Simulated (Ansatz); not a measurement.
## Response to strain in hypothetical diamond Ru

Start from Ru in the diamond structure (space group Fd-3m, No. 227; a = 5.4559 Å; a hypothetical phase, not in the database extracts checked; relaxed with 0.1 eV smearing). Axes: x, y, z lie along the cube axes.

Strains are applied to the cell and any free atomic positions relax; under biaxial strain the out-of-plane vector relaxes too.

Levels (all Ansatz, a program for electronic structure, PAW): PBE (420 eV, without spin-orbit coupling); PBEsol (420 eV, scalar-relativistic without spin-orbit coupling).

The base cell above is that of PBE; each level relaxes its own structures.

Notes on the quantities. energy relative to the base: free energy F.

```csv
case,"energy relative to the base, PBE","energy relative to the base, PBEsol"
"biaxial strain −0.25 %, plane normal [001], relaxed out of plane",0.0 meV/atom,0.0 meV/atom
isotropic strain −1.15 %,+13 meV/atom,+14 meV/atom
"strain tensor (xx, yy, zz, yz, xz, xy) = (−0.14, −0.13, +1.33, +2.48, −1.30, −0.24) %",+1.0 meV/atom,+0.4 meV/atom
```

The two levels differ by at most about 1.0 meV/atom. They put the cases in the same order.

Stability against distortions was not tested. The final runs are not spin-polarised.
